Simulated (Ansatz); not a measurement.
Input and output of a relaxation of the atoms for NaLaMgWO6 (P1, 20 atoms in the cell) (Ansatz, a program for electronic structure).

Computed with PBEsol, default PAW files made with PBE (plane waves; Ansatz).

The input file:

Ansatz 0.2 input:
```yaml
# NaLaMgWO6
crystal:
  lattice:
    - [3.941980, -3.984550, 0.000000]
    - [3.941980, 3.984550, 0.000000]
    - [-0.009098, 0.000000, 7.958425]
  atoms:
    - { symbol: Na, position: [0.755305, 0.245675, 0.507177] }
    - { symbol: Na, position: [0.241781, 0.753061, 0.500526] }
    - { symbol: La, position: [0.243542, 0.757044, 0.001405] }
    - { symbol: La, position: [0.755184, 0.245961, 0.000063] }
    - { symbol: Mg, position: [0.248094, 0.251990, 0.256905] }
    - { symbol: Mg, position: [0.749589, 0.742183, 0.740939] }
    - { symbol: W, position: [0.756551, 0.756022, 0.261958] }
    - { symbol: W, position: [0.245746, 0.251039, 0.736565] }
    - { symbol: O, position: [0.699843, 0.694826, 0.491715] }
    - { symbol: O, position: [0.294864, 0.305882, 0.505083] }
    - { symbol: O, position: [0.493134, 0.498490, 0.811852] }
    - { symbol: O, position: [0.510133, 0.510731, 0.186292] }
    - { symbol: O, position: [0.511316, 0.992520, 0.231152] }
    - { symbol: O, position: [0.493924, 0.004231, 0.772675] }
    - { symbol: O, position: [0.002120, 0.488168, 0.772406] }
    - { symbol: O, position: [0.992294, 0.504241, 0.225373] }
    - { symbol: O, position: [0.995498, 0.997286, 0.294320] }
    - { symbol: O, position: [0.007675, 0.000657, 0.707584] }
    - { symbol: O, position: [0.193757, 0.192480, 0.992284] }
    - { symbol: O, position: [0.809651, 0.807516, 0.003726] }
kpoints:
  mp_grid: { grid: [6, 6, 4] }
hamiltonian:
  xc: pbesol
  pseudopotentials: { kind: paw }
scf:
  occupations: { method: gaussian, width: 0.02 }
relax:
  f_tol: 0.1
output:
  forces: true
  eigenvalues: true
  stress: true
```

Output (repeated stretches shortened):

```
   [... SCF lines of the steps left out ...]
relax step   1: F+E_penalty+E_count = -46364.90507074 eV  Δ(F+E_penalty+E_count) = +0.000e0 eV  max|allowed force component| = 2.188e0 eV/Å  Δτ_max = 0.0000 Å  (6 SCF iters, dr2 threshold 1.00e-4 eV, accepted)
relax step   2: F+E_penalty+E_count = -46365.24411949 eV  Δ(F+E_penalty+E_count) = -3.390e-1 eV  max|allowed force component| = 6.917e-1 eV/Å  Δτ_max = 0.0971 Å  (7 SCF iters, dr2 threshold 1.00e-4 eV, accepted)
   [... lines left out ...]
relax step   5: F+E_penalty+E_count = -46365.36136621 eV  Δ(F+E_penalty+E_count) = -8.892e-3 eV  max|allowed force component| = 2.354e-1 eV/Å  Δτ_max = 0.0999 Å  (7 SCF iters, dr2 threshold 1.49e-5 eV, accepted)
relax step   6: F+E_penalty+E_count = -46365.37095584 eV  Δ(F+E_penalty+E_count) = -9.590e-3 eV  max|allowed force component| = 4.344e-2 eV/Å  Δτ_max = 0.0516 Å  (5 SCF iters, dr2 threshold 1.84e-5 eV, accepted)
relax step   7: F+E_penalty+E_count = -46365.37095991 eV  Δ(F+E_penalty+E_count) = -4.070e-6 eV  max|allowed force component| = 4.275e-2 eV/Å  Δτ_max = 0.0000 Å  (4 SCF iters, accepted)
Stability not checked: this state was not tested for a lower state beside it, because too few of the mixer's solves of this state at the end of the SCF gave a …
Free energy (F): -46365.370960 eV
Internal energy: -46365.370960 eV  (E = F + TS)
E sigma→0 (E₀):  -46365.370960 eV
Fermi energy:    9.775580 eV
--- Forces (eV/Å), atoms counted from 1 ---
  atom   1  Na    -0.02001535     0.00014474     0.00414569
  atom   2  Na     0.02089104     0.00075709    -0.00122618
  atom   3  La     0.00797133    -0.01064405    -0.00543417
  atom   4  La    -0.01110673     0.00586315    -0.01129912
  atom   5  Mg     0.00316152    -0.00814618     0.00485140
  atom   6  Mg     0.00206676     0.00959598    -0.00414600
   [... lines left out ...]
    - { symbol: O, position: [0.9522275045060947, 1.0248404776586602, 0.28379491728308087] }
    - { symbol: O, position: [0.04780274348462123, -0.024796100883630684, 0.7161128456279348] }
    - { symbol: O, position: [0.19194722113810606, 0.19987154850540342, 0.9951571176798946] }
    - { symbol: O, position: [0.8081275971617186, 0.8001297228848399, 0.004812973122389251] }
```

The run converged. 

Summary of the result:
| Property | Value |
|---|---|
| Free energy E − TS (on the zero of these files) | -46365.3710 eV |
| Top of the valence band (on the code's own zero) | 8.21 eV |
| Gap on the k-point mesh | 3.13 eV |
| Pressure | -5.52 GPa |
| Largest force (vector length) | 0.052 eV/Å |
| Relaxation steps | 7 |

The starting cell comes from a database of computed structures (which also holds hypothetical and non-ambient phases and stackings), without a prior relaxation at this level. For this run, on top of that: atoms moved at random. Spin-orbit coupling is off. Ansatz's pressure includes its estimate of the finite-basis (Pulay) stress. Without the estimate this run gives -6.12 GPa.

Cost on one core of a shared machine: roughly 20 min.
